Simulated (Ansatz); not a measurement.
## Effect of tensor shear ε_xz = +2.81 % on Al

Start from Al in the fcc (Cu type) structure (space group Fm-3m, No. 225; a = 3.992 Å; relaxed with 0.1 eV smearing). Axes: x, y, z lie along the cube axes.

One thing is altered: tensor shear ε_xz = +2.81 % (engineering shear γ = 0.0562), atoms relaxed at fixed cell.

Level of theory: r2SCAN (Ansatz, a program for electronic structure), no SOC, earlier PAW set. Γ-centred 28×28×28 mesh, Fermi–Dirac width 0.1 eV.

- Energy relative to the base (free energy F) = +7.3 meV/atom
- Pressure (mean of the normal stresses, compression positive) = 0.4 GPa (base 0.0 GPa)
- Band gap = zero (base zero)
- Stress (xx, yy, zz, yz, xz, xy; compression positive) = (0.5, 0.2, 0.5, 0.0, -2.8, 0.0) GPa

The cells carry an imposed strain or load. Whether these cells are dynamically stable was not tested.
